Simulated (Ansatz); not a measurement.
The starting structures come from a database of crystals and need not be the phases stable at ambient conditions.

 Where the default PAW files enter, the runs use the earlier of Ansatz's two default sets.

The decay constant κ of evanescent states in the gap governs leakage through a thin film.

Input:

```xyz
12
Lattice="6.1643 0.0000 0.0249 0.0000 7.7066 0.0000 1.3941 0.0000 5.6579" Properties=species:S:1:pos:R:3 pbc="T T T"
Si     6.2617     4.8959     3.5378
Si     1.2967     2.8107     2.1449
Si     1.9937     1.0426     4.9739
Si     5.5647     6.6640     0.7089
S      5.4575     3.0078     2.9060
S      2.1010     4.6988     2.7767
S      2.7980     6.8611     5.6056
S      4.7604     0.8455     0.0771
S      5.2750     6.6534     2.8331
S      2.2834     1.0532     2.8496
S      1.5864     2.8001     0.0207
S      5.9721     4.9065     5.6620
```

Space group of this cell: P2_1/c. The cell was relaxed by PBE-D3(BJ).

Transport runs along the normal of the first two printed cell vectors.

No gap correction and no spin-orbit coupling; mid-gap values are interpolated between computed energies.

Question: Give the band gap and the smallest decay constant κ at mid-gap that Ansatz (a quantum-chemistry and plane-wave program) with r2SCAN yields.

Answer: Gap 3.31 eV on a 6×4×6 mesh; κ = 0.311 1/Å, at the zone centre.
